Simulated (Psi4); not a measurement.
Psi4 1.11, HF/def2-svpd: tetraarsenic ([As]12[As]3[As]1[As]23), 4 atoms. The geometry is a generated start, not checked to be a minimum at this level.

```json
{
 "task": "energy",
 "method": "scf",
 "basis": "def2-svpd",
 "memory": "3 GB",
 "maxiter": "100",
 "keys_of_the_molecule_block": "symmetry c1",
 "scf_type": "df (default)",
 "e_convergence": "1e-06 (default)",
 "d_convergence": "1e-06 (default)",
 "basis_functions": "152"
}
```

```xyz
4

As    -0.9945     0.0792    -1.0682
As     0.6646     1.2928     0.1475
As     0.9904    -1.0217    -0.3337
As    -0.6605    -0.3503     1.2544
```

With the defaults (damping_percentage = 0, diis_max_vecs = 10, guess = auto, which took SAD, diis = true, scf_initial_accelerator = adiis, level_shift = 0, level_shift_cutoff = 0.01) it converges in 8 SCF iterations. One run each on 2 threads, with these changes:
- scf_initial_accelerator = ediis
- guess = sap
- damping_percentage = 60, diis = false, scf_initial_accelerator = none
- guess = core
- diis_max_vecs = 6
- guess = modhuckel
- damping_percentage = 60
- level_shift = 0.1, level_shift_cutoff = 0.001
- damping_percentage = 20

Which of these changes keep the SCF from converging, or lead it to another solution?

No convergence: damping_percentage = 60 (the run ends without SCF convergence in 100 iterations). The rest reach the solution of the defaults.

```json
[
 {"setting": "the defaults", "SCF iterations": "8", "end": "same solution"},
 {"setting": "diis_max_vecs = 6", "SCF iterations": "8", "end": "same solution"},
 {"setting": "guess = modhuckel", "SCF iterations": "8", "end": "same solution"},
 {"setting": "level_shift = 0.1, level_shift_cutoff = 0.001", "SCF iterations": "8", "end": "same solution"},
 {"setting": "scf_initial_accelerator = ediis", "SCF iterations": "8", "end": "same solution"},
 {"setting": "guess = sap", "SCF iterations": "9", "end": "same solution"},
 {"setting": "guess = core", "SCF iterations": "12", "end": "same solution"},
 {"setting": "damping_percentage = 20", "SCF iterations": "20", "end": "same solution"},
 {"setting": "damping_percentage = 60, diis = false, scf_initial_accelerator = none", "SCF iterations": "37", "end": "same solution"},
 {"setting": "damping_percentage = 60", "SCF iterations": "100", "end": "no convergence"}
]
```
